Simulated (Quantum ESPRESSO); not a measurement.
# Habitual settings against a tight run: Cd3Ni (Pm-3m, 4 atoms in the cell)

Self-consistent single point.

```
CELL_PARAMETERS angstrom
      4.28252     0.00000     0.00000
      0.00000     4.28252     0.00000
      0.00000     0.00000     4.28252
ATOMIC_POSITIONS crystal
  Cd 0.00000 0.50000 0.50000
  Cd 0.50000 0.00000 0.50000
  Cd 0.50000 0.50000 0.00000
  Ni 0.00000 0.00000 0.00000
```

Method: LDA (PZ), GBRV 1.5 ultrasoft (LDA) pseudopotentials (plane waves; Quantum ESPRESSO).

Base settings: ecutwfc = 50 Ry; ecutrho = 400 Ry; occupations = smearing; smearing = marzari-vanderbilt; degauss = 0.0099958 Ry; potentials = {Cd: cd_lda_v1.uspp.F.UPF, Ni: ni_lda_v1.4.uspp.F.UPF}; K_POINTS = automatic 5 5 5 1 1 1; conv_thr = 1e-10 Ry; mixing_beta = 0.7.

Tight run (finer mesh or higher cutoff; not a proven limit): ecutwfc: 50 Ry → 70 Ry; ecutrho: 400 Ry → 560 Ry; conv_thr: 1e-10 Ry → 7.3e-11 Ry; K_POINTS: automatic 5 5 5 1 1 1 → automatic 7 7 7 1 1 1. It gave Fermi level (on the code's own zero) 11.31 eV; pressure -12.61 GPa.

Quick runs, as changes from the base:
- A: the base itself
- B: ecutwfc: 50 Ry → 30 Ry; ecutrho: 400 Ry → 240 Ry; conv_thr: 1e-10 Ry → 7.3e-05 Ry; pseudopotentials: {Cd: cd_lda_v1.uspp.F.UPF, Ni: ni_lda_v1.4.uspp.F.UPF} → {Cd: Cd.pbe-dn-rrkjus_psl.0.3.1.UPF, Ni: ni_pbe_v1.4.uspp.F.UPF}; K_POINTS: automatic 5 5 5 1 1 1 → automatic 1 1 1 1 1 1; input_dft: default → pbesol [PBEsol]
- C: ecutwfc: 50 Ry → 35 Ry; ecutrho: 400 Ry → 280 Ry; K_POINTS: automatic 5 5 5 1 1 1 → automatic 4 4 4 1 1 1
- D: ecutwfc: 50 Ry → 30 Ry; ecutrho: 400 Ry → 240 Ry; pseudopotentials: {Cd: cd_lda_v1.uspp.F.UPF, Ni: ni_lda_v1.4.uspp.F.UPF} → {Cd: Cd.pbe-dn-rrkjus_psl.0.3.1.UPF, Ni: ni_pbe_v1.4.uspp.F.UPF}; K_POINTS: automatic 5 5 5 1 1 1 → automatic 3 3 3 1 1 1; input_dft: default → pbesol [PBEsol]
- E: ecutwfc: 50 Ry → 25 Ry; ecutrho: 400 Ry → 200 Ry; smearing: marzari-vanderbilt → gaussian; degauss: 0.0099958 Ry → 0.036749 Ry; K_POINTS: automatic 5 5 5 1 1 1 → automatic 2 2 2 1 1 1

Energies are extrapolated to zero smearing width, which holds to low order in the width alone (under cold and Methfessel-Paxton smearing the free energy itself is taken).

Dashes: energy of B, D, another energy zero; pressure of B, not trusted under this conv_thr with d or f elements; time of B, D, E, under 30 s.

† marks runs with another functional, U, potentials or spin treatment: their distance from the tight run is not a convergence error alone.

The count of work is k-points × plane waves × bands × iterations; it is no time. Core times come from one kind of shared machine and are given to one figure; runs under 30 s give none.

The starting cell comes from a database of computed structures (which also holds hypothetical and non-ambient phases and stackings), without a prior relaxation at this level. Its lattice was rescaled by a random factor within 2.5 % of one. Spin polarisation is off. In the base run, with a pressure of about -13 GPa the cell is away from its equilibrium volume at this level.

| run | energy less tight (meV/atom) | pressure less tight (GPa) | count of work / tight | core time / tight (rough) |
|---|---|---|---|---|
| A | 76.2 | -0.66 | 0.30 | 0.4 |
| B† | – | – | 0.015 | – |
| C | 185.7 | -7.86 | 0.065 | 0.2 |
| D† | – | -51.48 | 0.049 | – |
| E | 2998.1 | -112.46 | 0.011 | – |

Among the runs at the tight run's level, the energy misses run from 76.2 to 2998.1 meV/atom.

Left out of this page: 1 run of the series outside the window shown, repeating another row's setting, or not comparable.
